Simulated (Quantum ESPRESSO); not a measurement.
A self-consistent single point of TaAs (I4_1md, 4 atoms in the cell) with Quantum ESPRESSO.

Method of the run: LDA (PZ), GBRV 1.5 ultrasoft (LDA) pseudopotentials (plane waves; Quantum ESPRESSO 7.5).

```yaml
crystal:
  lattice:
    - [-1.67894, 1.67894, 5.72183]
    - [1.67894, -1.67894, 5.72183]
    - [1.67894, 1.67894, -5.72183]
  atoms:
    - { symbol: Ta, position: [0.49997, 0.99997, 0.50000] }
    - { symbol: Ta, position: [0.74997, 0.74997, 0.00000] }
    - { symbol: As, position: [0.08263, 0.58263, 0.50000] }
    - { symbol: As, position: [0.33263, 0.33263, 0.00000] }
```

Reference input (self-consistent single point, DFT, LDA (PZ), plane waves, GBRV 1.5 ultrasoft (LDA) pseudopotentials): ecutwfc = 40 Ry; ecutrho = 320 Ry; occupations = smearing; smearing = fd; degauss = 0.0073499 Ry; potentials = {Ta: ta_lda_v1.uspp.F.UPF, As: as_lda_v1.uspp.F.UPF}; K_POINTS = automatic 9 9 9 0 0 0; conv_thr = 1e-11 Ry. This run's input differs from it in these lines:

```diff
@@ -15,4 +15,4 @@
    occupations = 'smearing',
-   smearing = 'fd',
-   degauss = 0.0073499,
+   smearing = 'gauss',
+   degauss = 0.0036749,
 /
```

The program printed (abridged):

```
     Self-consistent Calculation

     iteration #  1     ecut=    40.00 Ry     beta= 0.70

     Threshold (ethr) on eigenvalues was too large:
     Diagonalizing with lowered threshold

     negative rho (up, down):  1.913E-01 0.000E+00

     total energy              =    -363.60505760 Ry
     estimated scf accuracy    <       0.06372922 Ry

     iteration #  2     ecut=    40.00 Ry     beta= 0.70

     negative rho (up, down):  1.930E-01 0.000E+00

     total energy              =    -363.61677474 Ry
     estimated scf accuracy    <       0.02658504 Ry

     iteration #  3     ecut=    40.00 Ry     beta= 0.70

     negative rho (up, down):  1.942E-01 0.000E+00

     total energy              =    -363.62309855 Ry
     estimated scf accuracy    <       0.00052773 Ry

   [... 5 blocks of this kind left out ...]

     iteration #  9     ecut=    40.00 Ry     beta= 0.70

     negative rho (up, down):  1.945E-01 0.000E+00

     total energy              =    -363.62323534 Ry
     estimated scf accuracy    <          6.5E-10 Ry

     iteration # 10     ecut=    40.00 Ry     beta= 0.70

     negative rho (up, down):  1.945E-01 0.000E+00
     End of self-consistent calculation

     the Fermi energy is    16.1398 ev

!    total energy              =    -363.62323534 Ry
     estimated scf accuracy    <          2.1E-12 Ry
     smearing contrib. (-TS)   =      -0.00009292 Ry
     internal energy E=F+TS    =    -363.62314242 Ry

     convergence has been achieved in  10 iterations

     negative rho (up, down):  1.945E-01 0.000E+00

     Forces acting on atoms (cartesian axes, Ry/au):

     atom    1 type  1   force =     0.00000000    0.00000000    0.00203225
     atom    2 type  1   force =    -0.00000000    0.00000000    0.00203225
     atom    3 type  2   force =     0.00000000    0.00000000   -0.00203225
     atom    4 type  2   force =     0.00000000    0.00000000   -0.00203225

     Total force =     0.004065     Total SCF correction =     0.000000

     negative rho (up, down):  1.945E-01 0.000E+00
          total   stress  (Ry/bohr**3)                   (kbar)     P=       77.35
   0.00057720   0.00000000   0.00000000           84.91        0.00        0.00
   0.00000000   0.00057720   0.00000000            0.00       84.91        0.00
   0.00000000   0.00000000   0.00042312            0.00        0.00       62.24

   JOB DONE.
```

The run converged in 10 iterations. Against the reference run the free energy rises by 2.8 meV/atom, the pressure moves little (7.76 to 7.74 GPa) and the largest force hardly changes (0.056 to 0.052 eV/Å).

The starting cell comes from a database of computed structures (which also holds hypothetical and non-ambient phases and stackings), without a prior relaxation at this level. Its lattice was rescaled by a random factor within 2.5 % of one. Spin polarisation is off. With a pressure of about 8 GPa the cell is away from its equilibrium volume at this level.

Cost on one core of a shared machine: roughly 5 min.
